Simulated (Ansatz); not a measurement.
## Au: x(Pt) = 0.667, 3 atoms, P-3m1

Consider Au in the fcc (Cu type) structure (space group Fm-3m, No. 225; a = 4.157 Å).

The other end (x = 1) is Pt in the fcc (Cu type) structure (space group Fm-3m, No. 225): 15.65 Å³/atom, gap zero.

The change: a fraction x = 0.667 of the Au sites is given to Pt, ordered in a cell of 3 atoms (starting symmetry P-3m1) and fully relaxed.

The values are results of Kohn–Sham DFT with the PBE functional, run in Ansatz (a program for electronic structure) with PAW and 420 eV plane waves, no SOC, not measurements. Settings: 19×19×7 k-points, 0.05 eV Fermi–Dirac smearing, for the changed cell.

The volume per atom decreases by 1.63 Å³ (17.96 Å³ → 16.33 Å³) and the density grows by 1.69 g/cm³ (18.21 g/cm³ → 19.90 g/cm³). The shortest interatomic distance falls by 0.1214 Å (2.940 Å → 2.818 Å) and the band gap is still zero. The mixing energy is +0.04 eV/atom (to 0.01 eV only: unlike meshes or grids) and the deviation of the volume from the linear (Vegard-type) interpolation amounts to -0.5 %.

These are small ordered cells, not random alloys; other orderings at the same x differ. No phonon test of stability was made. The final runs are not spin-polarised. An odd electron count without spin: Pt2Au. Pt2Au has a high density of states at the Fermi level and may be magnetic at this level.
